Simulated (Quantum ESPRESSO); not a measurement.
Band structure of NaS (Pm-3m, 2 atoms in the cell).

```yaml
crystal:
  lattice:
    - [3.35359, 0.00000, 0.00000]
    - [0.00000, 3.35359, 0.00000]
    - [0.00000, 0.00000, 3.35359]
  atoms:
    - { symbol: Na, position: [0.00000, 0.00000, 0.00000] }
    - { symbol: S, position: [0.50000, 0.50000, 0.50000] }
```

Computed with LDA (PZ), GBRV 1.5 ultrasoft (LDA) pseudopotentials (plane waves; Quantum ESPRESSO).

Settings: ecutwfc = 40 Ry; ecutrho = 200 Ry; occupations = smearing; smearing = marzari-vanderbilt; degauss = 0.0147 Ry; potentials = {Na: na_lda_v1.5.uspp.F.UPF, S: s_lda_v1.4.uspp.F.UPF}; K_POINTS = automatic 13 13 13 0 0 0; nbnd = 20; conv_thr = 1e-09 Ry; mixing_beta = 0.5.

The starting cell comes from a database of computed structures (which also holds hypothetical and non-ambient phases and stackings), without a prior relaxation at this level. Its lattice was rescaled by a random factor within 2.5 % of one.

Levels in eV from the Fermi level, bands 5 to 12:
| point | 5 | 6 | 7 | 8 | 9 | 10 | 11 | 12 |
|---|---|---|---|---|---|---|---|---|
| Γ | -12.35 | -0.07 | -0.07 | -0.07 | 4.35 | 6.59 | 6.59 | 14.55 |
| X | -11.52 | -4.03 | 0.35 | 0.35 | 6.75 | 8.59 | 9.49 | 10.43 |
| M | -10.91 | -2.95 | -2.95 | 0.85 | 3.84 | 9.03 | 11.02 | 11.02 |
| R | -10.26 | -2.28 | -2.28 | -2.28 | 5.39 | 5.39 | 5.39 | 11.25 |

Bands cross the Fermi level along this path, so the cell is metallic at this level.
